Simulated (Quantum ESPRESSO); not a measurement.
**A series of runs on MgZn3 (I4/mmm, 4 atoms in the cell)**

```cif
data_Mg2Zn6
_chemical_formula_sum 'Mg2 Zn6'
_space_group_name_H-M_alt 'I4/mmm'
_space_group_IT_number 139
_space_group_name_Hall '-I 4 2'
_cell_length_a 4.11848
_cell_length_b 4.11848
_cell_length_c 7.77277
_cell_angle_alpha 90.000
_cell_angle_beta 90.000
_cell_angle_gamma 90.000
loop_
_atom_site_label
_atom_site_type_symbol
_atom_site_symmetry_multiplicity
_atom_site_Wyckoff_symbol
_atom_site_fract_x
_atom_site_fract_y
_atom_site_fract_z
_atom_site_occupancy
Mg1 Mg 2 a 0.00000 0.00000 0.00000 1
Zn1 Zn 2 b 0.00000 0.00000 0.50000 1
Zn2 Zn 4 d 0.00000 0.50000 0.25000 1
```
(The calculation used a cell of 4 atoms; values per cell refer to that cell.)

Base run A: Quantum ESPRESSO with LDA (PZ), GBRV 1.5 ultrasoft (LDA) pseudopotentials, self-consistent single point.

Its settings: ecutwfc = 50 Ry; ecutrho = 250 Ry; occupations = smearing; smearing = marzari-vanderbilt; degauss = 0.019992 Ry; potentials = {Mg: mg_lda_v1.4.uspp.F.UPF, Zn: zn_lda_v1.uspp.F.UPF}; K_POINTS = automatic 7 7 7 0 0 0; conv_thr = 1e-11 Ry.

The starting cell comes from a database of computed structures (which also holds hypothetical and non-ambient phases and stackings), without a prior relaxation at this level. In the base run, with a pressure of about -7 GPa the cell is away from its equilibrium volume at this level.

ΔF is the free energy per atom less that of run A. 

```json
[
 {"run": "A", "change": "base", "ΔF (meV/atom)": "0.00", "pressure (GPa)": "-6.75", "iterations": "9"},
 {"run": "B", "change": "diagonalization: default → cg", "ΔF (meV/atom)": "0.00", "pressure (GPa)": "-6.75", "iterations": "12"},
 {"run": "C", "change": "diagonalization: default → paro", "ΔF (meV/atom)": "0.00", "pressure (GPa)": "-6.74", "iterations": "9"},
 {"run": "D", "change": "diagonalization: default → rmm-davidson", "ΔF (meV/atom)": "0.00", "pressure (GPa)": "-6.75", "iterations": "13"},
 {"run": "E", "change": "diagonalization: default → rmm-paro", "ΔF (meV/atom)": "0.00", "pressure (GPa)": "-6.75", "iterations": "13"},
 {"run": "F", "change": "diago_david_ndim: default → 3", "ΔF (meV/atom)": "0.00", "pressure (GPa)": "-6.75", "iterations": "9"},
 {"run": "G", "change": "diago_david_ndim: default → 4", "ΔF (meV/atom)": "0.00", "pressure (GPa)": "-6.75", "iterations": "9"},
 {"run": "H", "change": "diago_full_acc: default → true", "ΔF (meV/atom)": "0.00", "pressure (GPa)": "-6.75", "iterations": "10"}
]
```

Runs B, C, D, E, F, G, H gave the same state as A (within 1 meV/atom). The fewest iterations to that state were 9 (A, C, F, G); the most were 13.
